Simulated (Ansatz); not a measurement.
Input and output of a self-consistent single point for BeSe (F-43m, 2 atoms in the cell) (Ansatz, an electronic-structure program).

Level of theory: PBE (plane waves, PAW; Ansatz).

The change in words: lattice scaled by 0.98. Reference geometry:
```yaml
crystal:
  lattice:
    - [0.00000, 2.57000, 2.57000]
    - [2.57000, 0.00000, 2.57000]
    - [2.57000, 2.57000, 0.00000]
  atoms:
    - { symbol: Be, position: [0.00000, 0.00000, 0.00000] }
    - { symbol: Se, position: [0.25000, 0.25000, 0.25000] }
```

Reference input (self-consistent single point, DFT, PBE, plane waves, default PAW files): kpoints.mp_grid.grid = 9 9 9; hamiltonian.xc = pbe; hamiltonian.pseudopotentials = {kind: paw} (the program's default PAW files); scf.occupations.method = fermi_dirac; scf.occupations.width = 0.05 eV. This run's input differs from it in these lines:

Ansatz 0.2 input:
```diff
@@ -2,8 +2,8 @@
   lattice:
-    - [0.000000, 2.570000, 2.570000]
-    - [2.570000, 0.000000, 2.570000]
-    - [2.570000, 2.570000, 0.000000]
+    - [0.000000, 2.518600, 2.518600]
+    - [2.518600, 0.000000, 2.518600]
+    - [2.518600, 2.518600, 0.000000]
   atoms:
     - { symbol: Be, position_ang: [0.000000, 0.000000, 0.000000] }
-    - { symbol: Se, position_ang: [1.285000, 1.285000, 1.285000] }
+    - { symbol: Se, position_ang: [1.259300, 1.259300, 1.259300] }
 kpoints:
```

Log, with long lists cut:

```
SCF iter   1: F=—  HF=-5563.379107 eV  |F-HF|=—  |Δ(HF+E_count)|=         —  Δρ=5.85e-4  dr2=1.01e-4  ethr=1.77e-3  ⟨swp⟩=5.9  Hψ=2757  notcnv=0
all-band conjugate gradients solve this SCF's bands
preconditioner: auto → none
SCF iter   2: F=—  HF=-5563.379037 eV  |F-HF|=—  |Δ(HF+E_count)|=   6.95e-5  Δρ=4.34e-4  dr2=6.99e-5  ethr=5.59e-7  ⟨swp⟩=2.0  Hψ=1050  notcnv=0
SCF iter   3: F=—  HF=-5563.379058 eV  |F-HF|=—  |Δ(HF+E_count)|=   2.09e-5  Δρ=1.46e-4  dr2=3.47e-6  ethr=3.88e-7  ⟨swp⟩=3.0  Hψ=770  notcnv=0
SCF iter   4: F=—  HF=-5563.379069 eV  |F-HF|=—  |Δ(HF+E_count)|=   1.08e-5  Δρ=6.13e-5  dr2=1.28e-6  ethr=1.93e-8  ⟨swp⟩=2.0  Hψ=595  notcnv=0
SCF iter   5: F=—  HF=-5563.379069 eV  |F-HF|=—  |Δ(HF+E_count)|=   9.91e-8  Δρ=1.64e-5  dr2=1.02e-7  ethr=7.12e-9  ⟨swp⟩=2.3  Hψ=625  notcnv=0
SCF iter   6: F=-5563.379069 eV  HF=-5563.379069 eV  |F-HF|=1.89e-9  |Δ(HF+E_count)|=   1.46e-8  Δρ=2.53e-6  dr2=2.71e-9  ethr=5.56e-10  ⟨swp⟩=4.9  Hψ=1915  notcnv=0
SCF 1 converged in 6 iterations: F = -5563.379069 eV  dr2 = 2.71e-9
Free energy (F): -5563.379069 eV
Internal energy: -5563.379069 eV  (E = F + TS)
E sigma→0 (E₀):  -5563.379069 eV
Fermi energy:    9.100270 eV
--- Forces (eV/Å), atoms counted from 1 ---
  atom   1  Be     0.00000000    -0.00000000     0.00000000
  atom   2  Se    -0.00000000    -0.00000000    -0.00000000
--- Stress (GPa, compression-positive) ---
        7.282969      -0.000000      -0.000000
       -0.000000       7.282969       0.000000
       -0.000000       0.000000       7.282969
  P = ⅓ Tr σ = 7.2830 GPa (72.830 kbar)
  The stress holds the Pulay correction. Without it, at fixed plane waves, as pw.x and ABINIT print it: P = 7.2689 GPa
```

The run converged in 6 iterations. Against the reference run the free energy goes up by 27.2 meV/atom, the pressure goes from 1.72 to 7.28 GPa and the gap on the mesh goes from 2.707 to 2.574 eV.

The starting cell has typed, rounded lattice constants, without a prior relaxation at this level. For this run, on top of that: lattice scaled by 0.98. With a pressure of about 7 GPa the cell is away from its equilibrium volume at this level. Ansatz's pressure includes its estimate of the finite-basis (Pulay) stress.
